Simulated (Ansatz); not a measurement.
**What pressure 15 GPa does to BN**

The reference is BN in the zinc blende structure (space group F-43m, No. 216; a = 3.606 Å).

Now apply this change: a hydrostatic pressure of 15 GPa.

All numbers come from PBEsol/PAW in Ansatz (an electronic-structure program), without spin-orbit coupling. Settings: 16×16×16 k-points, 0.05 eV Fermi–Dirac smearing.

```tsv
quantity	base	changed	shift
density	3.52 g/cm³	3.65 g/cm³	+0.13 g/cm³
shortest interatomic distance	2.950 bohr	2.915 bohr	-0.0356 bohr
band gap	4.30 eV	4.33 eV	+0.036 eV
gap character	indirect, Γ → X	indirect, Γ → X	–
smallest direct gap	8.81 eV	8.98 eV	+0.17 eV
mean gap deformation potential ΔEg/Δln V	–	-1.0 eV	–
width of the top valence band	6.64 eV	6.90 eV	+0.266 eV
electron mass	0.89 mₑ along k, 0.29 mₑ across (at X)	0.88 mₑ along k, 0.29 mₑ across (at X)	–
hole mass (degenerate bands, along [100])	0.52 mₑ (at Γ)	0.51 mₑ (at Γ)	–
```

Load acts through the strain it causes; cell and atoms are relaxed under it. Masses are band curvatures over ±0.01 Å⁻¹ around the edge. Along k means along the line from Γ to the band edge. Whether these cells are dynamically stable was not tested. No other phases were tried under pressure.
